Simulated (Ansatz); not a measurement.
Input:

End structure of a constructed model of the (110) surface of bcc Nb, a pseudomorphic layer of Au in the host's stacking (bottom of the slab: a bare face, its two planes held):

```
CELL_PARAMETERS angstrom
      2.86732     0.00000     0.00000
     -0.95577     2.70334     0.00000
      0.00000     0.00000    30.50000
ATOMIC_POSITIONS crystal
  Nb 0.50000 0.50000 0.26475
  Nb 0.00000 0.00000 0.34151
  Nb 0.50000 0.50000 0.41827
  Nb 0.00000 0.00000 0.49554
  Nb 0.50000 0.50000 0.57225
  Nb 0.00000 0.00000 0.64776
  Au 0.50000 0.50000 0.72260
```

Slab: 7 atoms, 14.4 Å thick at the start; k 14x14x1, smearing 0.1 eV, dipole-corrected; single point; on the structure that PBE left under its start's symmetry; no spin, no spin-orbit, no U. It is one candidate, not shown to be the stable structure of the face.

### Question
What work function of the top face does r2SCAN, at the PBE geometry (Ansatz, a program for electronic structure) give?

### Answer
4.34 eV
